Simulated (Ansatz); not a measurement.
An Ansatz (a program for electronic structure) input (PBEsol (Ansatz), scalar-relativistic without spin-orbit coupling):

Ansatz 0.2 input:
```yaml
crystal:
  lattice:
    - [0, 3.0816679444, 3.0816679444]
    - [3.0816679444, 0, 3.0816679444]
    - [3.0816679444, 3.0816679444, 0]
  atoms:
    - { symbol: Sn, position: [0, 0, 0] }
    - { symbol: Te, position: [0.5, 0.5, 0.5] }
basis: { ecutwfc: 420, ecutrho_ratio: 4, xc_grid: 2, fft_grid_basis: typed }
kpoints: { mp_grid: { grid: [13, 13, 13] } }
hamiltonian:
  xc: pbesol
  dispersion: none
  pseudopotentials: { kind: paw }
scf: { occupations: { method: fermi_dirac, width: 0.05 }, convergence: { dr2_threshold: 0.0000000002 } }
relax: { f_tol: 0.005, max_steps: 50 }
output: { forces: true, stress: true }
checkpoint: { write: state.ck, write_every: 1000 }
```

### Question
Which symmetry and how many k-points will the program report, and about how many plane waves at Γ?

### Answer
Space group Fm-3m (ITA 225) with 48 operations, k-points 84 of 2197, and 1139 plane waves at Γ.

### Question
And the final pressure?

### Answer
3.26 GPa (compression positive).

The cells carry an imposed strain or load. No phonon test of stability was made. The cell was made from SnTe in the rock salt structure (space group Fm-3m, No. 225) by this change: isotropic strain −2.00 %.
